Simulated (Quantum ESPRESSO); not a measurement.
Quantum ESPRESSO run on La₂SnS₅ (Pbam, 16 atoms in the cell): self-consistent single point.

Method: PBEsol, GBRV 1.5 ultrasoft (PBESOL) pseudopotentials (plane waves; Quantum ESPRESSO 7.5).

```
La2SnS5
1.0
    8.14837     0.00000     0.00000
    0.00000    11.56754     0.00000
    0.00000     0.00000     4.10177
La Sn S
4 2 10
Direct
  0.57506   0.16886   0.50000
  0.42494   0.83114   0.50000
  0.07506   0.33114   0.50000
  0.92494   0.66886   0.50000
  0.50000   0.50000   0.00000
  0.00000   0.00000   0.00000
  0.68724   0.43069   0.50000
  0.31276   0.56931   0.50000
  0.18724   0.06931   0.50000
  0.81276   0.93069   0.50000
  0.85766   0.20156   0.00000
  0.14234   0.79844   0.00000
  0.35766   0.29844   0.00000
  0.64234   0.70156   0.00000
  0.50000   0.00000   0.00000
  0.00000   0.50000   0.00000
```

Reference input (self-consistent single point, DFT, PBEsol, plane waves, GBRV 1.5 ultrasoft (PBESOL) pseudopotentials): ecutwfc = 40 Ry; ecutrho = 200 Ry; occupations = smearing; smearing = mp; degauss = 0.0073499 Ry; potentials = {La: la_pbesol_v1.uspp.F.UPF, Sn: sn_pbesol_v1.4.uspp.F.UPF, S: s_pbesol_v1.4.uspp.F.UPF}; K_POINTS = automatic 3 2 7 0 0 0; conv_thr = 1e-11 Ry; mixing_beta = 0.3. This run's input differs from it in these lines:

```diff
@@ -16,3 +16,3 @@
   smearing = 'mp'
-  degauss = 0.0073499
+  degauss = 0.02205
 /
@@ -44,3 +44,3 @@
 K_POINTS {automatic}
-3 2 7  0 0 0
+3 2 6  0 0 0
 CELL_PARAMETERS {angstrom}
```

Output, abridged:

```
     Self-consistent Calculation

     iteration #  1     ecut=    40.00 Ry     beta= 0.30

     Threshold (ethr) on eigenvalues was too large:
     Diagonalizing with lowered threshold

     negative rho (up, down):  2.992E-01 0.000E+00

     total energy              =    -968.39955754 Ry
     estimated scf accuracy    <       0.93839657 Ry

     iteration #  2     ecut=    40.00 Ry     beta= 0.30
     Minimization algorithm failed to find Fermi energy: reverting to bisection
     Possible cause: smearing is larger than the electronic band-gap.

     negative rho (up, down):  2.802E-01 0.000E+00

   [... lines left out ...]
     estimated scf accuracy    <       0.15045116 Ry

     iteration #  3     ecut=    40.00 Ry     beta= 0.30

     negative rho (up, down):  2.621E-01 0.000E+00

     total energy              =    -968.49574279 Ry
     estimated scf accuracy    <       0.06181154 Ry

   [... 16 blocks of this kind left out ...]

     iteration # 20     ecut=    40.00 Ry     beta= 0.30

     negative rho (up, down):  2.268E-01 0.000E+00

     total energy              =    -968.50137265 Ry
     estimated scf accuracy    <          3.9E-11 Ry

     iteration # 21     ecut=    40.00 Ry     beta= 0.30

     negative rho (up, down):  2.268E-01 0.000E+00
     End of self-consistent calculation

     the Fermi energy is     8.5054 ev

!    total energy              =    -968.50137265 Ry
     estimated scf accuracy    <          1.6E-12 Ry
     smearing contrib. (-TS)   =       0.00230118 Ry
     internal energy E=F+TS    =    -968.50367383 Ry

     convergence has been achieved in  21 iterations

     negative rho (up, down):  2.268E-01 0.000E+00

     Forces acting on atoms (cartesian axes, Ry/au):

     atom    1 type  1   force =    -0.00111009   -0.00294077   -0.00000000
     atom    2 type  1   force =     0.00111009    0.00294077    0.00000000
     atom    3 type  1   force =    -0.00111009    0.00294077    0.00000000
     atom    4 type  1   force =     0.00111009   -0.00294077    0.00000000
     atom    5 type  2   force =     0.00000000    0.00000000    0.00000000
   [... lines left out ...]
     Total force =     0.008444     Total SCF correction =     0.000000
   [... lines left out ...]

     negative rho (up, down):  2.268E-01 0.000E+00
          total   stress  (Ry/bohr**3)                   (kbar)     P=      -66.77
  -0.00044306   0.00000000   0.00000000          -65.18        0.00        0.00
   0.00000000  -0.00045179   0.00000000            0.00      -66.46        0.00
   0.00000000   0.00000000  -0.00046683            0.00        0.00      -68.67

   JOB DONE.
```

The run converged in 21 iterations. Against the reference run the free energy stays essentially unchanged (within 1 meV/atom), the pressure hardly changes (-6.66 to -6.68 GPa) and the largest force goes from 0.077 to 0.081 eV/Å.

The starting cell comes from a database of computed structures (which also holds hypothetical and non-ambient phases and stackings), without a prior relaxation at this level. Its lattice was rescaled by a random factor within 2.5 % of one. With a pressure of about -7 GPa the cell is away from its equilibrium volume at this level.

Cost on one core of a shared machine: roughly 10 min.
